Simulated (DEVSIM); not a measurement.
System: abrupt Si p-n junction, at 300 K.

Layer 1 from the left is Si, thickness (μm) 0.520, Na (cm⁻³) 3.3e18, τn (s) 0.00079, τp (s) 0.00079. Layer 2 from the left is Si, thickness (μm) 29.0, Nd (cm⁻³) 2.8e18, τn (s) 0.00079, τp (s) 0.00079.

Left contact: ohmic. Right contact: ohmic. Voltage is applied to the left contact. Recombination: SRH at mid-gap, radiative. Mobility is constant in doping.

Constants are typed, rounded textbook-type inputs, not results; the design itself was drawn at random and stands for no fabricated device. Values at 300 K.

Si: gap (eV) 1.124, affinity (eV) 4.05, permittivity 11.7, Nc (cm⁻³) 2.86e19, Nv (cm⁻³) 3.1e19, μn (cm²/Vs) 1417, μp (cm²/Vs) 470, B (cm³/s) 4.7e-15.

Simulated with DEVSIM: 1D drift-diffusion, Boltzmann statistics, complete ionisation; no tunnelling, impact ionisation, image-force lowering or self-heating.

What does the simulation give for the potential step across the device at zero bias, the dark forward voltage at 1 A/cm², the dark forward voltage at 100 A/cm², the largest field in the device at zero bias?

potential step across the device at zero bias 1.006 V; dark forward voltage at 1 A/cm² 0.678 V; dark forward voltage at 100 A/cm² 0.798 V; largest field in the device at zero bias 670000 V/cm.
